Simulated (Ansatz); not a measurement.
Results of PBEsol-D3(BJ) (PAW; Ansatz, a program for electronic structure) for MgZn2 (P6₃/mmc, No. 194).

Settings: plane-wave cutoff 520 eV, 12×12×8 k mesh (along the axes of the cell as run), Fermi–Dirac smearing 0.05 eV, scalar-relativistic PAW data made under PBE.

Equation-of-state points:

```json
[
 {"V (Å³/atom)": "14.502", "E − E_lowest (meV/atom)": "6.86", "P (GPa)": "3.79"},
 {"V (Å³/atom)": "14.805", "E − E_lowest (meV/atom)": "1.65", "P (GPa)": "1.78"},
 {"V (Å³/atom)": "15.107", "E − E_lowest (meV/atom)": "0.00", "P (GPa)": "0.00"},
 {"V (Å³/atom)": "15.409", "E − E_lowest (meV/atom)": "1.53", "P (GPa)": "-1.59"},
 {"V (Å³/atom)": "15.711", "E − E_lowest (meV/atom)": "5.90", "P (GPa)": "-3.01"}
]
```

**Question.** Estimate the bulk modulus from the pressures at 14.805 and 15.409 Å³/atom, and compare it with a fit to all energies.

**Answer.** B = −V dP/dV. Between V = 14.805 and 15.409 Å³/atom, dP/dV = (-1.59 − (1.78))/(15.409 − 14.805) = -5.58 GPa per Å³/atom; at the midpoint 15.107 Å³/atom this gives B ≈ 84.3 GPa. The third-order Birch–Murnaghan fit gives V0 = 15.106 Å³/atom, B0 = 84.2 GPa, B′ = 4.8, which lies within 1 % of that estimate.

Shape and atoms are relaxed at each volume.

Note: the volume lies 10 % below that of the published cell; the bulk modulus comes from volumes at which shape and atoms were relaxed.

Computed values are for the static lattice.

Cost on a shared machine: about 23 core-minutes (a rough figure).
